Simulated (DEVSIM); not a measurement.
System: abrupt Si p-n junction, at 300 K.

Layer 1 from the left is Si, thickness (μm) 0.850, Na (cm⁻³) 1.1e15, τn (s) 1.7e-5, τp (s) 1.7e-5. Layer 2 from the left is Si, thickness (μm) 180, Nd (cm⁻³) 1.1e14, τn (s) 1.7e-5, τp (s) 1.7e-5.

Left contact: ohmic. Right contact: ohmic. Voltage is applied to the left contact. Recombination: SRH at mid-gap, Auger. Mobility is μmin + (μ − μmin)/(1 + (N/Nref)^α).

Constants are typed, rounded textbook-type inputs, not results; the design itself was drawn at random and stands for no fabricated device. Values at 300 K.

Si: gap (eV) 1.124, affinity (eV) 4.05, permittivity 11.7, Nc (cm⁻³) 2.86e19, Nv (cm⁻³) 3.1e19, μn (cm²/Vs) 1417, μp (cm²/Vs) 470, μn,min 52, μp,min 45, Nref,n 9.7e16, Nref,p 2.2e17, αn 0.68, αp 0.72, Cn (cm⁶/s) 2.8e-31, Cp (cm⁶/s) 9.9e-32.

Simulated with DEVSIM: 1D drift-diffusion, Boltzmann statistics, complete ionisation; no tunnelling, impact ionisation, image-force lowering or self-heating.

Dark forward current:

```
|V| (V)  |J| (A/cm²)
-------  -----------
0.05        5.934e-8
0.10        4.482e-7
0.15        3.050e-6
0.20        2.056e-5
0.25       0.0001382
0.30       0.0009112
0.35        0.005416
0.40         0.02283
0.45         0.05984
0.50          0.1139
0.55          0.1823
0.60          0.2642
0.65          0.3594
0.70          0.4677
0.75          0.5892
0.80          0.7240
0.85          0.8720
0.90           1.033
0.95           1.208
1.00           1.396
1.05           1.598
1.10           1.813
1.15           2.041
1.20           2.283
1.25           2.539
1.30           2.808
```

### Question
Work out the local ideality factor n = ΔV / (kT/q · ln(J2/J1)) between the rows 0.15 and 0.20 V, 1.25 and 1.30 V.

### Answer
kT/q = 25.85 mV. From 0.15 to 0.20 V: ln(2.056e-5/3.050e-6) = 1.908, n = 1.01, near the 1 of diffusion or emission over a barrier. From 1.25 to 1.30 V: ln(2.808/2.539) = 0.101, n = 19.21.

### Question
Estimate the current at 0.20 V from the Shockley equation with J0 = Σ q ni² D/(N L) coth(W/L), τ joining the SRH, radiative and Auger lifetimes that are on, and W taken as the whole layer.

### Answer
ni² = 1.16e20 cm⁻⁶; electrons in the p layer: μ = 1360 cm²/Vs, D = 35.0 cm²/s, τ = 1.70e-5 s, L = 244 μm, W/L = 0.0035, term 6.95e-9 A/cm²; holes in the n layer: μ = 468 cm²/Vs, D = 12.1 cm²/s, τ = 1.70e-5 s, L = 143 μm, W/L = 1.3, term 1.68e-10 A/cm². J0 = 7.12e-9 A/cm², and J = J0 exp(qV/kT) = 1.63e-5 A/cm². The simulation gives 2.06e-5 A/cm²; the estimate lies 21 % below. The estimate leaves out recombination in the depletion region and that region's share of W.
